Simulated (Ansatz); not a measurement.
The parent structure is PbSe in the rock salt structure (space group Fm-3m, No. 225; a = 6.178 Å). Axes: x, y, z lie along the cube axes.

Level of theory: DFT with r2SCAN, PAW potentials and a 500 eV plane-wave cutoff in Ansatz (a program for electronic structure), spin-orbit coupling left out.

For the base:

The electron mass is 0.19 mₑ along k, 0.14 mₑ across (at L). The valley order is L along ⟨111⟩ 0.67 eV; a point along ⟨110⟩, about 0.6 Å⁻¹ from Γ 1.46 eV.

Now apply this change: tensile biaxial strain of 0.50 % in the plane normal to [001], as in epitaxy on a mismatched substrate; the out-of-plane cell vector and the atoms relax.

Q: What happens to the energy relative to the base, electron mass, out-of-plane strain and valley order?

A: The energy rises by 0.6 meV/atom; the electron mass changes from 0.19 mₑ along k, 0.14 mₑ across (at L) to 0.20 mₑ along k, 0.14 mₑ across (at L); the out-of-plane strain comes out as -0.11 %; the valley order (the lowest conduction-band minima on the path, energy above the VBM, named in the base's zone) goes from L along ⟨111⟩ 0.67 eV; a point along ⟨110⟩, about 0.6 Å⁻¹ from Γ 1.46 eV to L along [1-1-1] 0.69 eV; a point along [1-10], about 0.6 Å⁻¹ from Γ 1.48 eV.

With Pb present, leaving out spin-orbit coupling can change the band edges. The levels and masses belong to the bands next to the band gap. Masses are band curvatures over ±0.01 Å⁻¹ around the edge. Along k means along the line from Γ to the band edge. No phonon test of stability was made.
